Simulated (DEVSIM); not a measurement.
Device: abrupt Si n-p junction, at 250 K.

Layer 1 from the left is Si, thickness (μm) 0.380, Nd (cm⁻³) 9.5e18, τn (s) 1.2e-6, τp (s) 1.2e-6. Layer 2 from the left is Si, thickness (μm) 170, Na (cm⁻³) 1.2e15, τn (s) 1.2e-6, τp (s) 1.2e-6.

Left contact: ohmic. Right contact: ohmic. Voltage is applied to the left contact. Recombination: SRH at mid-gap. Mobility is μmin + (μ − μmin)/(1 + (N/Nref)^α).

The device is made up for the run: typed textbook-type constants, with dimensions and the other settings drawn at random. Values at 300 K; Nc and Nv go as T^1.5, mobilities as T to minus their exponent, the gap by Varshni's rule with the affinity fixed.

Si: gap (eV) 1.124, affinity (eV) 4.05, permittivity 11.7, Nc (cm⁻³) 2.86e19, Nv (cm⁻³) 3.1e19, μn (cm²/Vs) 1417, μp (cm²/Vs) 470, μn,min 52, μp,min 45, Nref,n 9.7e16, Nref,p 2.2e17, αn 0.68, αp 0.72, T exponent of μn 2.3, T exponent of μp 2.2, Varshni α (eV/K) 0.000473, Varshni β (K) 636.

Q: Estimate by hand the built-in potential, the peak field at zero bias, the capacitance at 1.5 V, and compare with a numerical solution.

A: 
- Built-in potential: ni = √(Nc Nv) exp(−Eg/2kT) = 8.01e7 cm⁻³ with Eg = 1.136 eV; Vbi = kT/q ln(Na Nd/ni²) = 0.905 V; numerical 0.905 V.
- Peak field at zero bias: depletion approximation: W = √(2εVbi/(qN)) = 0.988 μm with N = 1.20e15 cm⁻³; field = 2Vbi/W = 18300 V/cm; numerical 158000 V/cm (estimate below by 88 %).
- Capacitance at 1.5 V: C = √(qεN / 2(Vbi + |V|)) = 6.43 nF/cm²; numerical 6.61 nF/cm² (estimate below by 2.7 %).

DEVSIM, 1D drift-diffusion, Boltzmann statistics, complete ionisation; no tunnelling, impact ionisation, image-force lowering or self-heating.
